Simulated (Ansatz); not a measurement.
The starting structures come from a database of crystals and need not be the phases stable at ambient conditions.

By PBEsol, the system below comes out a metal.

The ballistic (Sharvin) conductance counts the channels at the Fermi level: G/A = (e²/h) × channels of both spins per area.

```yaml
crystal:
  lattice:
    - [4.04887, 0.00000, 0.00000]
    - [-2.02443, 3.50642, 0.00000]
    - [0.00000, 0.00000, 5.16333]
  atoms:
    - { symbol: Si, position: [0.33333, 0.66667, 0.19911] }
    - { symbol: Si, position: [0.66667, 0.33333, 0.80089] }
    - { symbol: Rh, position: [0.33333, 0.66667, 0.67364] }
    - { symbol: Rh, position: [0.66667, 0.33333, 0.32636] }
    - { symbol: Rh, position: [0.00000, 0.00000, 0.00000] }
```

Space group of this cell: P-3m1. The cell is strained (all lengths scaled by 1.02); by PBEsol its mean pressure is -14.1 GPa.

The current flows along the normal of the first two printed cell vectors, the (001) plane of the conventional cell. No spin-orbit coupling; the value is a mean over 0.1 eV about the Fermi level.

Problem. Predict the ballistic conductance per area from PBEsol run with Ansatz (a quantum-chemistry and plane-wave program).

Solution. 0.48 × 10¹⁵ S/m² for both spins.
